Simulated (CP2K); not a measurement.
Input and output of a self-consistent single point for Ca (Fm-3m, 1 atom in the cell) (CP2K).

Computed with PBEsol, GPW, TZVP-MOLOPT-SR-GTH basis, GTH-PBE potentials (GTH_POTENTIALS) in CP2K.

```yaml
crystal:
  lattice:
    - [3.95749, 0.00000, 0.00000]
    - [1.97875, 3.42729, 0.00000]
    - [1.97875, 1.14243, 3.23128]
  atoms:
    - { symbol: Ca, position: [0.00000, 0.00000, 0.00000] }
```

Reference input (self-consistent single point, DFT PBEsol, GPW, TZVP-MOLOPT-SR-GTH basis, GTH-PBE potentials (GTH_POTENTIALS)): CUTOFF = 500 Ry; REL_CUTOFF = 60 Ry; SMEAR/METHOD = GAUSSIAN; SIGMA = 0.1 eV; KPOINTS/SCHEME = MONKHORST-PACK 5 5 5; XC_FUNCTIONAL = PBE:PBESOL; Ca/BASIS_SET = TZVP-MOLOPT-SR-GTH-q10; Ca/POTENTIAL = GTH-PBE-q10; METHOD = GPW; EPS_DEFAULT = 1e-11; NGRIDS = 5; SCF_GUESS = ATOMIC. This run's input differs from it in these lines:

```diff
@@ -40,3 +40,3 @@
     &KPOINTS
-      SCHEME MONKHORST-PACK 5 5 5
+      SCHEME MONKHORST-PACK 15 15 15
     &END KPOINTS
```

Log, with long lists cut:

```
 SCF WAVEFUNCTION OPTIMIZATION

  Step     Update method      Time    Convergence         Total energy    Change
     1 NoMix/Diag. 0.30E+00      -     0.76529646       -36.7278392142 -3.67E+01
     2 Broy./Diag. 0.30E+00      -     0.00529060       -36.4880174481  2.40E-01
     3 Broy./Diag. 0.30E+00      -     0.01868208       -36.6004445727 -1.12E-01
     4 Broy./Diag. 0.30E+00      -     0.00130856       -36.6574992249 -5.71E-02
     5 Broy./Diag. 0.30E+00      -     0.00086787       -36.6468567990  1.06E-02
     6 Broy./Diag. 0.30E+00      -     0.00084313       -36.6431283563  3.73E-03
   [... 3 lines left out ...]
    10 Broy./Diag. 0.30E+00      -     0.00001038       -36.6423788130  5.06E-05
    11 Broy./Diag. 0.30E+00      -     0.00000134       -36.6423503585  2.85E-05
    12 Broy./Diag. 0.30E+00      -     0.00000187       -36.6423428982  7.46E-06
    13 Broy./Diag. 0.30E+00      -     0.00000023       -36.6423397859  3.11E-06
  *** SCF run converged in    13 steps ***

  Overlap energy of the core charge distribution:               0.00000000000000
  Self energy of the core charge distribution:                -72.33199789073799
  Core Hamiltonian energy:                                     16.77417061049787
  Hartree energy:                                              23.91144699701807
  Exchange-correlation energy:                                 -4.99572463350326
  Smearing free energy correction:                             -0.00023486921841
  Fermi energy:                                                 0.14331848166899

  Total energy:                                               -36.64233978591876
  Total energy (extrapolated to sigma->0):                    -36.64222235130956

   [... lines left out ...]

 STRESS| Analytical stress tensor [bar]
 STRESS|                        x                   y                   z
 STRESS|      x       -1.13140496820E+04   8.71382769854E-03   6.16341719517E-03
 STRESS|      y        8.71382769854E-03  -1.13140183956E+04  -4.51073519172E-01
 STRESS|      z        6.16341719517E-03  -4.51073519172E-01  -1.13135943657E+04
 STRESS| 1/3 Trace                                            -1.13138874811E+04
```

The run converged in 13 iterations. Against the reference run the free energy goes down by 7.3 meV/atom and the pressure goes from -1.25 to -1.13 GPa.

The starting cell has typed, rounded lattice constants, without a prior relaxation at this level. Its lattice was rescaled by up to half a per cent. Values carry the incompleteness of an atom-centred basis. The potentials were made for another functional than the one used.

Cost on one core of a shared machine: roughly 2 min.
